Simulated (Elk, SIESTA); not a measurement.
A SIESTA input for a self-consistent single point of MgGeAs₂ (I-42d, 8 atoms in the cell) (DFT, LDA PW92, numerical atomic orbitals DZP, PseudoDojo LDA standard norm-conserving potentials (rewritten from UPF to PSML)):

```
# files in the folder: Mg.psml Ge.psml As.psml (PseudoDojo LDA standard)
SystemName  MgGeAs2
SystemLabel mggeas2

NumberOfAtoms                8
NumberOfSpecies              3
%block ChemicalSpeciesLabel
  1 12 Mg
  2 32 Ge
  3 33 As
%endblock ChemicalSpeciesLabel
LatticeConstant              1.0 Ang
%block LatticeVectors
    -2.919910000    2.919910000    5.442165000
     2.919910000   -2.919910000    5.442165000
     2.919910000    2.919910000   -5.442165000
%endblock LatticeVectors
AtomicCoordinatesFormat      Fractional
%block AtomicCoordinatesAndAtomicSpecies
     0.750000000    0.250000000    0.500000000  1
     0.000000000    0.000000000    0.000000000  1
     0.500000000    0.500000000    0.000000000  2
     0.250000000    0.750000000    0.500000000  2
     0.875000000    0.399900000    0.024900000  3
     0.600100000    0.625000000    0.475100000  3
     0.375000000    0.850100000    0.975100000  3
     0.149900000    0.125000000    0.524900000  3
%endblock AtomicCoordinatesAndAtomicSpecies

XC.functional                LDA
XC.authors                   PW92
PAO.BasisSize                DZP
PAO.EnergyShift              0.01 Ry
MeshCutoff                   300 Ry
%block kgrid.MonkhorstPack
    3   0   0  0.0
    0   3   0  0.0
    0   0   3  0.0
%endblock kgrid.MonkhorstPack
OccupationFunction           FD
ElectronicTemperature        0.05 eV

MaxSCFIterations             150
SCF.Mixer.Method             Pulay
SCF.Mixer.Weight             0.25
SCF.Mixer.History            6
SCF.DM.Tolerance             1.0E-05
Diag.ParallelOverK           true
WriteForces                  true
```

Problem. Give the Elk input for the same structure, mesh, smearing and functional.

Solution. One input that does it (others would too):

```
tasks
  0

rmtscf
  0.9

swidth
  0.00183747

maxscl
  100

scale
  12.90959714

avec
   -0.4274207900    0.4274207900    0.7966322467
    0.4274207900   -0.4274207900    0.7966322467
    0.4274207900    0.4274207900   -0.7966322467

sppath
  'species/'

atoms
  3
  'Mg.in'
  2
  0.7500000000  0.2500000000  0.5000000000    0.0 0.0 0.0
  0.0000000000  0.0000000000  0.0000000000    0.0 0.0 0.0
  'Ge.in'
  2
  0.5000000000  0.5000000000  0.0000000000    0.0 0.0 0.0
  0.2500000000  0.7500000000  0.5000000000    0.0 0.0 0.0
  'As.in'
  4
  0.8750000000  0.3999000000  0.0249000000    0.0 0.0 0.0
  0.6001000000  0.6250000000  0.4751000000    0.0 0.0 0.0
  0.3750000000  0.8501000000  0.9751000000    0.0 0.0 0.0
  0.1499000000  0.1250000000  0.5249000000    0.0 0.0 0.0

ngridk
  3 3 3
```

Basis settings and potentials, where a program has them, do not carry over. This input uses DFT, LDA (PW92), all-electron FP-LAPW, Elk's shipped species files, default APW+lo basis. LDA parametrisations can differ slightly between programs.

The starting cell comes from a database of computed structures (which also holds hypothetical and non-ambient phases and stackings), without a prior relaxation at this level. For this run, on top of that: lattice scaled by 0.98.
